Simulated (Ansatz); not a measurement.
We consider WIr (model structure, started from the CuAu type, P4/mmm, No. 123, 2 atoms in the cell), described by LDA in Ansatz (plane waves, PAW).

Numerical settings: plane-wave cutoff 520 eV, 20×20×16 k mesh (along the axes of the cell as run), Fermi–Dirac smearing 0.05 eV, no spin polarisation, scalar-relativistic PAW data made under PBE.

Cell (relaxed at this level):

```cif
data_IrW
_chemical_formula_sum 'W1 Ir1'
_space_group_name_H-M_alt 'P 1'
_space_group_IT_number 1
_cell_length_a 2.73416
_cell_length_b 2.73416
_cell_length_c 3.87368
_cell_angle_alpha 90.000
_cell_angle_beta 90.000
_cell_angle_gamma 90.000
loop_
_space_group_symop_operation_xyz
  'x, y, z'
loop_
_atom_site_label
_atom_site_type_symbol
_atom_site_fract_x
_atom_site_fract_y
_atom_site_fract_z
_atom_site_occupancy
W1 W 0.50000 0.50000 0.50000 1
Ir1 Ir 0.00000 0.00000 0.00000 1
```

Task: Predict the bulk modulus B0.

Result: 
* **bulk modulus B0**: 380 GPa

Note: the run has no spin polarisation, so it can have missed a magnetic state; the bulk modulus is −V dP/dV from two relaxed cells at ±2 % in volume; the relaxation could raise the start's symmetry but not lower it, so the cell can be a saddle point.

Spin–orbit coupling is not included.

Static lattice: no zero-point or thermal effects.

The result took around 2.2 core-minutes (rough).

A model structure was made by putting elements into a prototype or built by hand; it is no filed structure, need not be a known phase, and can be a saddle point held by its symmetry.

Ansatz is a first-principles code.
